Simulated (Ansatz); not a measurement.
System: interstitial Cu in bixbyite In2O3 with all lengths changed by -1 % (charge state +1). The step: several atoms move together, Cu the farthest; the atom moves 1.83 Å along (-0.15, 0.10, 0.00) of the unit cell; the moving atom starts with neighbours In at 2.40; O at 1.88, O at 1.90, O at 2.09 Å and ends with In at 2.40; O at 1.88, O at 1.90, O at 2.09 Å. DFT values are from Ansatz (plane-wave PAW, 420 eV unless said) in a cell of 80 host sites, spin-restricted, static, with no finite-size correction. The charge state is imposed; whether it is stable for some Fermi level was not computed. Sites that were not tried may lie lower. For the PBE band: the saddle point's order was not checked, and it lies on a symmetry element of the cell, where a band can be held.

| Level | Forward barrier (eV) | Cost of the band or of the saddle's single point |
|---|---|---|
| CHGNet universal potential (has no charge state), its own band | 0.38 | - |
| PBE, one k-point at (0.250, 0.250, 0.250), band relaxed | 0.38 | about 70 core-minutes (a rough figure) |
| PBE, a 2×2×2 k-point mesh shifted by half a step, same geometries | 0.38 | roughly 6 core-minutes |

Ansatz is a first-principles code.
